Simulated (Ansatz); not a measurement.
The parent structure is Ca3SbN in the anti-perovskite structure (space group Pm-3m, No. 221; a = 4.8027 Å; a cell from a computed database, its experimental status unchecked).

Levels (all Ansatz, a quantum-chemistry and plane-wave program, PAW): PBEsol (420 eV, no spin-orbit coupling); PBEsol+SOC (420 eV, with spin-orbit coupling).

The geometry is relaxed with PBEsol.

| Quantity | Value |
|---|---|
| PBEsol electron mass | 0.074, 0.86 mₑ (at Γ) |
| PBEsol lowest conduction level above the VBM at special points | Γ 0.33 eV; X 1.41 eV; R 2.04 eV; M 2.17 eV |

Q: What does PBEsol+SOC give at this geometry for the hole mass, electron mass and lowest conduction level above the VBM at special points?

A: The hole mass (degenerate bands, along [100]) is 0.062, 0.29 mₑ (at Γ); the electron mass (degenerate bands, along [100]) changes from 0.074, 0.86 mₑ (at Γ) to 0.062, 0.86 mₑ (at Γ); the lowest conduction level above the VBM at special points goes from Γ 0.33 eV; X 1.41 eV; R 2.04 eV; M 2.17 eV to Γ 0.22 eV; X 1.30 eV; R 1.93 eV; M 2.06 eV. The threefold valence maximum splits by Δso ≈ 0.31 eV.

Single points use the geometry relaxed with PBEsol. Differences between runs with and without spin-orbit coupling are approximate. Spin-orbit coupling, missing from the scalar runs, can matter with Sb. The levels and masses belong to the bands next to the band gap. Masses are band curvatures over ±0.01 Å⁻¹ around the edge. Whether these cells are dynamically stable was not tested.
